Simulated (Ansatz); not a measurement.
Start from Mg in the hcp (Mg type) structure (space group P6_3/mmc, No. 194; relaxed with 0.1 eV smearing).

```
CELL_PARAMETERS angstrom
      3.19522     0.00000     0.00000
     -1.59761     2.76714     0.00000
      0.00000     0.00000     5.19658
ATOMIC_POSITIONS crystal
  Mg 0.66667 0.33333 0.75000
  Mg 0.33333 0.66667 0.25000
```

Cartesian axes are those of the cell as printed.

Method: Ansatz (a program for electronic structure) PBE, scalar-relativistic without spin-orbit coupling.

One thing is altered: uniaxial strain ε_zz = +2.00 %, all other strain components held at zero, atoms relaxed at fixed cell.

**Question.** Predict the stress tensor and what it implies for the stiffness.

**Answer.** Stress of the strained cell less that of the base (GPa, compression positive):
```
   -0.4     0.0     0.0
    0.0    -0.4     0.0
    0.0     0.0    -1.3
```

Then −Δσ_ii/ε with ε = 0.0200 gives secant stiffness values (nonlinear terms included at this strain): C33 ≈ 63 GPa, C13 ≈ 18 GPa and C23 ≈ 18 GPa.

Whether these cells are dynamically stable was not tested.
